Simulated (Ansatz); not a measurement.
## A computed series for Zn3InGaO6: pressure series

Base system: Zn3InGaO6 (space group R3m, No. 160; a cell from a computed database, its experimental status unchecked).

```yaml
crystal:
  lattice:
    - [1.64478, 0.94961, 13.79072]
    - [-1.64478, 0.94961, 13.79072]
    - [0.00000, -1.89922, 13.79072]
  atoms:
    - { symbol: Zn, position: [0.26109, 0.26109, 0.26109] }
    - { symbol: Zn, position: [0.74134, 0.74134, 0.74134] }
    - { symbol: Zn, position: [0.86572, 0.86572, 0.86572] }
    - { symbol: In, position: [0.00122, 0.00122, 0.00122] }
    - { symbol: Ga, position: [0.13689, 0.13689, 0.13689] }
    - { symbol: O, position: [0.91333, 0.91333, 0.91333] }
    - { symbol: O, position: [0.08935, 0.08935, 0.08935] }
    - { symbol: O, position: [0.18466, 0.18466, 0.18466] }
    - { symbol: O, position: [0.80378, 0.80378, 0.80378] }
    - { symbol: O, position: [0.69421, 0.69421, 0.69421] }
    - { symbol: O, position: [0.30844, 0.30844, 0.30844] }
```

Cell and atoms are relaxed at each pressure.

Level of theory: PBEsol (Ansatz, a first-principles code), without spin-orbit coupling.

```csv
pressure (GPa),volume per atom (Å³/atom)
-1,11.824
0,11.749
0.3,11.728
0.7,11.699
1.5,11.641
3,?
5,11.410
7.5,11.259
10,11.117
```

Fit the third-order Birch–Murnaghan form P(V) = (3B₀/2)[(V₀/V)^(7/3) − (V₀/V)^(5/3)]·[1 + (3/4)(B₀′ − 4)((V₀/V)^(2/3) − 1)] (squares taken in P) to the rows shown and predict the withheld row.

Least squares on the printed values gives V₀ = 11.749 Å³/atom, B₀ = 160 GPa, B₀′ = 4.4; this predicts 11.539 Å³/atom, and the run gives 11.539 Å³/atom, in agreement.

Load acts through the strain it causes; cell and atoms are relaxed under it. Whether these cells are dynamically stable was not tested. Competing high-pressure phases were not computed.
